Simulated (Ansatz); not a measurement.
Cost and result by functional for the adsorption energy of Br on the 1x1 (0001) surface of hcp Ti, one in a 2x2 cell, started at the site 'hollow Ti-Ti-Ti', in Ansatz (plane waves, PAW). Single points on the PBE structure, on one kind of machine; costs are rough ratios of the slab run's core time (references not counted) to the cheapest single point. r2SCAN's cost holds its higher cutoff (500 against 420 eV). Differences are taken against r2SCAN for comparison alone: no measured value is at hand, so the table doesn't rank accuracy.

Model: 17-atom slab, 6.8 Å thick at the start under the adsorbate (thin: gaps and levels are the slab's own), 6x6x1 mesh, Fermi-Dirac 0.1 eV, dipole correction, 8 atoms held, the rest relaxed; start symmetry kept, larger cells not searched; no spin, no spin-orbit, no U, no dispersion correction. At the end it is bonded to 3 Ti. In PBE it is, or lies within 0.03 eV of, the lowest of the starts that converged. These notes are the PBE run's. Adsorption energies are against ½ Br2(g). A negative adsorption energy means that the adsorbate is more stable on the surface than in its reference.

| functional | relative cost | adsorption energy (eV) | less r2SCAN (eV) |
|---|---|---|---|
| RPBE | 1 | -2.97 | 0.65 |
| r2SCAN | 2 | -3.62 | 0.00 |
| PBE (the relaxed run's value) | – | -3.20 | 0.43 |

The values span 0.65 eV, while the single points' costs differ by a factor of roughly 2. Differences are of unrounded values.

Ansatz is a first-principles code.
